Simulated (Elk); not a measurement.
# Cost against accuracy: ngridk for MnO (Fm-3m, 2 atoms in the cell)

```yaml
crystal:
  lattice:
    - [0.00000, 2.23169, 2.23169]
    - [2.23169, 0.00000, 2.23169]
    - [2.23169, 2.23169, 0.00000]
  atoms:
    - { symbol: Mn, position: [0.00000, 0.00000, 0.00000], spin: 4.0 }
    - { symbol: O, position: [0.50000, 0.50000, 0.50000] }
```
(The spins are starting values, not results.)

Method: Elk with PBE+U, all-electron FP-LAPW, Elk's shipped species files, APW+lo basis with extra local orbitals.

Base settings: xctype = 20; spinpol = true; rgkmax = 8; swidth = 0.00367493 Ha; dft+u = [[1, 1], [1, 2, 0.143322, 0.0]] Ha; ngridk = 7 7 7; reducebf = 0.5; gmaxvr = 14 1/bohr; nxlo = 2; lorbcnd = true.

Misses are taken against the tightest run, 25 25 25, which need not be fully converged itself. The energy is the free energy per atom.

Core times come from one kind of shared machine and are given to one figure; runs under 30 s give none.

The starting cell comes from a database of computed structures (which also holds hypothetical and non-ambient phases and stackings), without a prior relaxation at this level. Its lattice was rescaled by a random factor within 2.5 % of one. With one magnetic atom in the cell only a parallel order is possible. With U or open f shells several self-consistent states can exist. Values depend on the basis (sphere radii, cutoffs, local orbitals), which need not be converged.

```tsv
ngridk	energy less reference (meV/atom)	core time / reference (rough)
1 1 1	3874.90	–
2 2 2	416.70	–
3 3 3	44.67	–
4 4 4	6.61	–
5 5 5	1.96	–
6 6 6	0.10	–
7 7 7	0.13	–
9 9 9	-0.13	0.10
10 10 10	-0.11	0.1
12 12 12	0.02	0.1
14 14 14	-0.02	0.2
17 17 17	-0.01	0.3
20 20 20	0.00	0.5
25 25 25	0.00	1
```

Coarsest setting among those run that, with all tighter ones, holds the energy within 10 meV/atom of the reference: 4 4 4, off by 6.6 meV/atom; it ran in under 30 s, against roughly 500 s for the reference.

Coarsest setting among those run that, with all tighter ones, holds the energy within 5 meV/atom of the reference: 5 5 5, off by 2.0 meV/atom; it ran in under 30 s, against roughly 500 s for the reference.
